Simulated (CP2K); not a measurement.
CP2K run on CdPt₃ (Cmmm, 4 atoms in the cell): self-consistent single point.

Computed with PBEsol, GPW, DZVP-MOLOPT-SR-GTH basis, GTH-PBE potentials (GTH_POTENTIALS) (CP2K 2026.2).

The change in words: lattice scaled by 0.98. Reference geometry:
```yaml
crystal:
  lattice:
    - [4.87650, 0.00000, 0.00000]
    - [-1.46118, 4.65244, 0.00000]
    - [0.00000, 0.00000, 2.83469]
  atoms:
    - { symbol: Cd, position: [0.00000, 0.00000, 0.00000] }
    - { symbol: Pt, position: [0.50000, 0.50000, 0.00000] }
    - { symbol: Pt, position: [0.00000, 0.50000, 0.50000] }
    - { symbol: Pt, position: [0.50000, 0.00000, 0.50000] }
```

Reference input (self-consistent single point, DFT PBEsol, GPW, DZVP-MOLOPT-SR-GTH basis, GTH-PBE potentials (GTH_POTENTIALS)): CUTOFF = 500 Ry; REL_CUTOFF = 50 Ry; SMEAR/METHOD = FERMI_DIRAC; ELECTRONIC_TEMPERATURE = 580.23 K; KPOINTS/SCHEME = MONKHORST-PACK 5 5 8; GAMMA_CENTERED = T; XC_FUNCTIONAL = PBE:PBESOL; Cd/BASIS_SET = DZVP-MOLOPT-SR-GTH; Cd/POTENTIAL = GTH-PBE-q12; Pt/BASIS_SET = DZVP-MOLOPT-SR-GTH; Pt/POTENTIAL = GTH-PBE-q18; METHOD = GPW. This run's input differs from it in these lines:

```diff
@@ -67,4 +67,4 @@
     &CELL
-      ABC 4.87650000 4.87649931 2.83469000
-      ALPHA_BETA_GAMMA 90.00000000 90.00000000 107.43576952
+      ABC 4.77896900 4.77896961 2.77799600
+      ALPHA_BETA_GAMMA 90.00000000 90.00000000 107.43578778
       PERIODIC XYZ
@@ -73,5 +73,5 @@
       Cd       0.00000000     0.00000000     0.00000000
-      Pt       1.70766150     2.32622050     0.00000000
-      Pt      -0.73058850     2.32622050     1.41734500
-      Pt       2.43825000     0.00000000     1.41734500
+      Pt       1.67350700     2.27969600     0.00000000
+      Pt      -0.71597750     2.27969600     1.38899800
+      Pt       2.38948450     0.00000000     1.38899800
     &END COORD
```

Log, with long lists cut:

```
 SCF WAVEFUNCTION OPTIMIZATION

  Step     Update method      Time    Convergence         Total energy    Change
     1 NoMix/Diag. 0.30E+00      -     1.19318336      -407.3230850212 -4.07E+02
     2 Broy./Diag. 0.30E+00      -     0.05490757      -410.5208325437 -3.20E+00
     3 Broy./Diag. 0.30E+00      -     0.08426768      -408.2661622117  2.25E+00
     4 Broy./Diag. 0.30E+00      -     0.03229802      -406.3528717242  1.91E+00
     5 Broy./Diag. 0.30E+00      -     0.01625668      -406.1679813305  1.85E-01
     6 Broy./Diag. 0.30E+00      -     0.00438102      -406.2297046168 -6.17E-02
   [... 6 lines left out ...]
    13 Broy./Diag. 0.30E+00      -     0.00000802      -406.2336371151 -5.34E-05
    14 Broy./Diag. 0.30E+00      -     0.00000126      -406.2336266516  1.05E-05
    15 Broy./Diag. 0.30E+00      -     0.00000155      -406.2336208589  5.79E-06
    16 Broy./Diag. 0.30E+00      -     0.00000031      -406.2336190855  1.77E-06
  *** SCF run converged in    16 steps ***

  Overlap energy of the core charge distribution:               0.00000000126092
  Self energy of the core charge distribution:               -622.24982069103453
  Core Hamiltonian energy:                                    145.87020279082361
  Hartree energy:                                             111.62149787303795
  Exchange-correlation energy:                                -41.47493189650937
  Electronic entropic energy:                                  -0.00056716186777
  Fermi energy:                                                 0.54083756065768

  Total energy:                                              -406.23361908553750
  Total energy (extrapolated to T->0):                       -406.23333550460359

                     Mulliken Population Analysis

   [... lines left out ...]

 STRESS| Analytical stress tensor [bar]
 STRESS|                        x                   y                   z
 STRESS|      x        1.09815640419E+05  -9.05085394526E+03  -4.66733844460E-09
 STRESS|      y       -9.05085394526E+03   1.04129719082E+05  -1.71384635784E-08
 STRESS|      z       -4.66733844460E-09  -1.71384635784E-08   1.19639972754E+05
 STRESS| 1/3 Trace                                             1.11195110752E+05
```

The run converged in 16 iterations. Against the reference run the free energy goes up by 18.4 meV/atom and the pressure goes from -3.93 to 11.12 GPa.

The starting cell comes from a database of computed structures (which also holds hypothetical and non-ambient phases and stackings), without a prior relaxation at this level. For this run, on top of that: lattice scaled by 0.98. Spin polarisation is off. Values carry the incompleteness of an atom-centred basis. The potentials were made for another functional than the one used. With a pressure of about 11 GPa the cell is away from its equilibrium volume at this level.

Cost on one core of a shared machine: roughly 2 min.
